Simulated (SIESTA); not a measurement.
Worked example: self-consistent single point of AlNi (Cmmm, 2 atoms in the cell) in SIESTA.

Computed with LDA PW92, numerical atomic orbitals DZP, PseudoDojo LDA standard norm-conserving potentials (rewritten from UPF to PSML) in SIESTA.

The change in words: lattice scaled by 0.98. Reference geometry:
```
AlNi
1.0
    1.97689    -1.99167     0.00000
    1.97689     1.99167     0.00000
    0.00000     0.00000     3.16049
Al Ni
1 1
Cartesian
  0.00000   0.00000   0.00000
  1.97689   0.00000   1.58024
```

Reference input (self-consistent single point, DFT, LDA PW92, numerical atomic orbitals DZP, PseudoDojo LDA standard norm-conserving potentials (rewritten from UPF to PSML)): XC.functional = LDA; XC.authors = PW92; potentials = PseudoDojo LDA standard; PAO.BasisSize = DZP; PAO.EnergyShift = 0.01 Ry; MeshCutoff = 350 Ry; kgrid.MonkhorstPack = 15 15 14; OccupationFunction = FD; ElectronicTemperature = 580.23 K; MaxSCFIterations = 150; SCF.Mixer.Method = Pulay; SCF.Mixer.Weight = 0.1. This run's input differs from it in these lines:

```diff
@@ -12,5 +12,5 @@
 %block LatticeVectors
-     1.976887000   -1.991668000    0.000000000
-     1.976887000    1.991668000    0.000000000
-     0.000000000    0.000000000    3.160489000
+     1.937349000   -1.951835000    0.000000000
+     1.937349000    1.951835000    0.000000000
+     0.000000000    0.000000000    3.097279000
 %endblock LatticeVectors
@@ -19,3 +19,3 @@
      0.000000000    0.000000000    0.000000000  1
-     1.976887000    0.000000000    1.580244500  2
+     1.937349000    0.000000000    1.548639500  2
 %endblock AtomicCoordinatesAndAtomicSpecies
```

Output, abridged:

```
        iscf     Eharris(eV)        E_KS(eV)     FreeEng(eV)     dDmax    Ef(eV) dHmax(eV)
   scf:    1    -4570.501563    -4610.743477    -4610.760778  1.673722 -2.512012 27.431365
   scf:    2    -4633.344603    -4625.098237    -4625.110018  0.414944 -4.203619  9.589609
   scf:    3    -4627.389614    -4626.881495    -4626.888706  0.159438 -4.927015  1.196158
   scf:    4    -4626.726171    -4626.852611    -4626.859238  0.065779 -5.116405  1.407810
   scf:    5    -4626.923025    -4626.915280    -4626.922725  0.028616 -4.979321  0.123196
   scf:    6    -4626.910017    -4626.913183    -4626.920687  0.005377 -4.960836  0.344448
   scf:    7    -4626.915416    -4626.915598    -4626.922950  0.006115 -4.993040  0.047214
   scf:    8    -4626.915555    -4626.915621    -4626.923005  0.001106 -4.988101  0.017148
   scf:    9    -4626.915636    -4626.915629    -4626.923010  0.000110 -4.988885  0.009444
   scf:   10    -4626.915641    -4626.915636    -4626.923012  0.000179 -4.989862  0.001217
mix: Pulay -- inversion failed, > SVD [rank/size] 5 / 7
   scf:   11    -4626.915635    -4626.915636    -4626.923012  0.000015 -4.989771  0.000223
   scf:   12    -4626.915636    -4626.915636    -4626.923012  0.000008 -4.989763  0.000027
SCF Convergence by DM+H criterion
max |DM_out - DM_in|         :     0.0000083596
max |H_out - H_in|      (eV) :     0.0000274799
SCF cycle converged after 12 iterations

Using DM_out to compute the final energy and forces

siesta: E_KS(eV) =            -4626.9156

siesta: E_KS - E_eggbox =     -4626.9156

siesta: Atomic forces (eV/Ang):
     1    0.000000    0.000000    0.000000
     2    0.000000    0.000000   -0.000000
   Tot    0.000000    0.000000   -0.000000
   Max    0.000000
   Res    0.000000    sqrt( Sum f_i^2 / 3N )
   Max    0.000000    constrained

Stress tensor Voigt[x,y,z,yz,xz,xy] (kbar):       46.08       62.10      121.72        0.00       -0.00        0.00
(Free)E + p*V (eV/cell)    -4628.0434
Target enthalpy (eV/cell)    -4626.9230

siesta: Program's energy decomposition (eV):
siesta: FreeEng =     -4626.923012

   [... lines left out ...]
siesta:     0.028763    0.000000    0.000000
siesta:     0.000000    0.038759    0.000000
siesta:    -0.000000    0.000000    0.075969

siesta: Cell volume =         23.424012 Ang**3

siesta: Pressure (static):
siesta:                Solid            Molecule  Units
siesta:          -0.00052094         -0.00052094  Ry/Bohr**3
siesta:          -0.04783009         -0.04783009  eV/Ang**3
siesta:         -76.63225018        -76.63225018  kBar
```

The run converged in 12 iterations. Against the reference run the free energy goes down by 57.0 meV/atom and the pressure goes from -16.21 to -7.66 GPa.

The starting cell comes from a database of computed structures (which also holds hypothetical and non-ambient phases and stackings), without a prior relaxation at this level. Its lattice was rescaled by a random factor within 2.5 % of one. For this run, on top of that: lattice scaled by 0.98. Spin polarisation is off. Values carry the incompleteness of an atom-centred basis. With a pressure of about -8 GPa the cell is away from its equilibrium volume at this level.

Cost on one core of a shared machine: roughly 3 min.
